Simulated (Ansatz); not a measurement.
Consider TiAu in the CsCl type structure (space group Pm-3m, No. 221; a = 3.2180 Å).

Levels (all Ansatz, a program for electronic structure, PAW): PBEsol (420 eV, no SOC); PBEsol+SOC (420 eV, spin-orbit coupling included).

The geometry is relaxed with PBEsol.

| Quantity | Result |
|---|---|
| PBEsol pressure | 0.0 GPa |

Q: Predict the pressure from PBEsol+SOC.

A: The pressure goes from zero to -0.9 GPa.

Single points use the geometry relaxed with PBEsol. Differences between runs with and without spin-orbit coupling are approximate. Stability against distortions was not tested. The runs without spin-orbit coupling are not spin-polarised. An odd electron count without spin: TiAu.
